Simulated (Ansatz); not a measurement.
Base system: Re in the hcp (Mg type) structure (space group P6_3/mmc, No. 194; a = 2.776 Å, c = 4.481 Å; relaxed with 0.1 eV smearing). Axes: x lies along a and z along c of the hexagonal cell.

All numbers come from PBE (Ansatz, a first-principles code; PAW; 420 eV plane waves; no SOC).

Base values:

```
Property           Result
---------------  --------
Volume per atom  14.96 Å³
```

Modification: biaxial strain −1.50 %, plane normal [001], relaxed out of plane (Cartesian); in-plane vectors clamped, the third vector and the atoms free.

### Question
Predict the new in-plane stress.

### Answer
The mean in-plane stress (compression positive) amounts to +11.9 GPa.

### Question
Estimate the effect on the volume per atom.

### Answer
The volume per atom decreases by 0.30 Å³ to 14.66 Å³.

Stability against distortions was not tested. All final runs are without spin polarisation.
